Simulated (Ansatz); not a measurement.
Mo2SnC (model structure, started from the MAX type, P6₃/mmc, No. 194, 8 atoms in the cell) was calculated with PBE (Ansatz, a program for electronic structure, plane waves, PAW).

Settings: plane-wave cutoff 520 eV, 24×24×4 k mesh (along the axes of the cell as run), Fermi–Dirac smearing 0.05 eV, no spin polarisation, scalar-relativistic PAW data made under PBE.

Cell (relaxed at this level):

```
CELL_PARAMETERS angstrom
      3.19053     0.00000     0.00000
     -1.59527     2.76308     0.00000
      0.00000     0.00000    13.52216
ATOMIC_POSITIONS crystal
  Sn 0.33333 0.66667 0.75000
  Sn 0.66667 0.33333 0.25000
  Mo 0.33333 0.66667 0.08050
  Mo 0.66667 0.33333 0.58050
  Mo 0.66667 0.33333 0.91950
  Mo 0.33333 0.66667 0.41950
  C  0.00000 0.00000 0.00000
  C  0.00000 0.00000 0.50000
```

Question: Predict the bulk modulus.

Answer: 
- bulk modulus: 183 GPa

Note: the run has no spin polarisation, so it can have missed a magnetic state; the bulk modulus is −V dP/dV from two relaxed cells at ±2 % in volume; the relaxation could raise the start's symmetry but not lower it, so the cell can be a saddle point.

Spin–orbit coupling is not included; it can open a gap where bands touch, and shift volumes and moduli.

Static lattice: no zero-point or thermal effects.

It cost very roughly 10 core-minutes of CPU time.

A model structure was made by putting elements into a prototype or built by hand; it is no filed structure, need not be a known phase, and can be a saddle point held by its symmetry.
